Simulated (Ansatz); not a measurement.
Worked example: self-consistent single point of Na3La (Fm-3m, 4 atoms in the cell) in Ansatz (a first-principles code).

Method: PBEsol, PAW files made with PBE (plane waves; Ansatz).

The change in words: lattice scaled by 0.98. Reference geometry:
```
Na3La
1.0
    0.00000     4.18107     4.18107
    4.18107     0.00000     4.18107
    4.18107     4.18107     0.00000
Na La
3 1
Cartesian
  2.09053   2.09053   2.09053
  6.27160   6.27160   6.27160
  4.18107   4.18107   4.18107
  0.00000   0.00000   0.00000
```

Reference input (self-consistent single point, DFT, PBEsol, plane waves, PAW files made with PBE): basis.ecutwfc = 420 eV; kpoints.mp_grid.grid = 5 5 5; hamiltonian.xc = pbesol; hamiltonian.pseudopotentials = {kind: paw} (the program's default PAW files); scf.occupations.method = fermi_dirac; scf.occupations.width = 0.1 eV. This run's input differs from it in these lines:

```diff
@@ -2,9 +2,9 @@
   lattice:
-    - [0.000000, 4.181065, 4.181065]
-    - [4.181065, 0.000000, 4.181065]
-    - [4.181065, 4.181065, 0.000000]
+    - [0.000000, 4.097444, 4.097444]
+    - [4.097444, 0.000000, 4.097444]
+    - [4.097444, 4.097444, 0.000000]
   atoms:
-    - { symbol: Na, position_ang: [2.090533, 2.090533, 2.090533] }
-    - { symbol: Na, position_ang: [6.271598, 6.271598, 6.271598] }
-    - { symbol: Na, position_ang: [4.181065, 4.181065, 4.181065] }
+    - { symbol: Na, position_ang: [2.048722, 2.048722, 2.048722] }
+    - { symbol: Na, position_ang: [6.146166, 6.146166, 6.146166] }
+    - { symbol: Na, position_ang: [4.097444, 4.097444, 4.097444] }
     - { symbol: La, position_ang: [0.000000, 0.000000, 0.000000] }
```

Log, with long lists cut:

```
SCF iter   1: F=—  HF=-10587.825086 eV  |F-HF|=—  |Δ(HF+E_count)|=         —  Δρ=1.10e-2  dr2=2.48e-1  ethr=3.10e-3  ⟨swp⟩=4.2  Hψ=849  notcnv=0
all-band conjugate gradients solve this SCF's bands
preconditioner: auto → Kerker (q_TF=auto, 2.202 Å⁻¹)
SCF iter   2: F=—  HF=-10587.775017 eV  |F-HF|=—  |Δ(HF+E_count)|=   5.01e-2  Δρ=5.74e-3  dr2=7.35e-2  ethr=6.53e-4  ⟨swp⟩=3.2  Hψ=364  notcnv=0
   [... lines left out ...]
SCF iter   9: F=—  HF=-10587.760535 eV  |F-HF|=—  |Δ(HF+E_count)|=   3.47e-6  Δρ=1.89e-5  dr2=6.17e-7  ethr=4.21e-8  ⟨swp⟩=2.0  Hψ=299  notcnv=0
SCF iter  10: F=-10587.760534 eV  HF=-10587.760534 eV  |F-HF|=7.31e-8  |Δ(HF+E_count)|=   2.08e-8  Δρ=5.41e-6  dr2=8.19e-8  ethr=2.63e-10  ⟨swp⟩=4.3  Hψ=1106  notcnv=0
SCF 1, on 23 bands, converged in 10 iterations: F = -10587.760534 eV; the run's SCF on all bands comes behind
The result of the SCF on 23 bands, without a stress, told ahead of the SCF on all bands, whose result is the run's:
Free energy (F): -10587.760534 eV
Internal energy: -10587.610376 eV  (E = F + TS)
E sigma→0 (E₀):  -10587.685455 eV
Entropy (-TS):   -0.150158 eV (-37.540 meV/atom)
Fermi energy:    4.349085 eV
--- Forces (eV/Å), atoms counted from 1 ---
  atom   1  Na    -0.00000000    -0.00000000     0.00000000
   [... zero for the other atoms too ...]
Of that result alone: the bands leave out some 4.824e-3 electrons a cell, over the threshold 1e-3 (scf.eigensolver.empty_state_threshold) …
Crystal: 4 atoms, lattice volume = 137.584 Å³
Bands: 24, of which v1, the nominal top of the filled ones, is band 19 counted from 1 (18 counted from 0)
Initial density: handed on by an earlier stage of this run
   [... lines left out ...]
preconditioner: auto → Kerker (q_TF=auto, 2.202 Å⁻¹)
Free energy (F): -10587.761327 eV
Fermi energy:    4.349756 eV
   [... lines left out ...]
  atom   1  Na    -0.00000000     0.00000000    -0.00000000
   [... zero for the other atoms too ...]
--- Stress (GPa, compression-positive) ---
        0.348228      -0.000000       0.000000
       -0.000000       0.348228       0.000000
        0.000000      -0.000000       0.348228
  P = ⅓ Tr σ = 0.3482 GPa (3.482 kbar)
  The stress holds the Pulay correction. Without it, at fixed plane waves, as pw.x and ABINIT print it: P = 0.3460 GPa
```

The run converged in 16 iterations. Against the reference run the free energy stays essentially unchanged (within 1 meV/atom) and the pressure goes from -0.42 to 0.35 GPa. The full log also holds: “iter 4 did not close the SCF: its close was put off for the readings that it lacked (scf_convergence_deferred on its scf_iter line)”.

The starting cell comes from a database of computed structures (which also holds hypothetical and non-ambient phases and stackings), without a prior relaxation at this level. For this run, on top of that: lattice scaled by 0.98. Ansatz's pressure includes its estimate of the finite-basis (Pulay) stress.

Keys are those of Ansatz 0.2.
